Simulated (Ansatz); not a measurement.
Consider TiSi$_{2}$ (space group Cmcm, No. 63; a = 3.546 Å, b = 13.565 Å, c = 3.580 Å).

Method: Kohn–Sham DFT with the PBE functional, run in Ansatz (a program for electronic structure) with PAW and 420 eV plane waves, scalar-relativistic without spin-orbit coupling, earlier PAW set.

One change was made to it. Results:

```tsv
quantity	base	after
shortest interatomic distance	2.404 Å	2.396 Å
band gap	zero	zero
```

Problem. What was done to the base?
A) pressure 100 GPa
B) pressure 7 GPa
C) pressure −1 GPa
D) pressure −2 GPa
E) pressure 3 GPa

Solution. E, pressure 3 GPa. For comparison, the shortest interatomic distance in the other runs: pressure 100 GPa gives 2.261 Å; pressure −1 GPa gives 2.407 Å; pressure −2 GPa gives 2.410 Å; pressure 7 GPa gives 2.385 Å.

Load acts through the strain it causes; cell and atoms are relaxed under it. Whether these cells are dynamically stable was not tested. Competing high-pressure phases were not computed. All final runs are without spin polarisation.
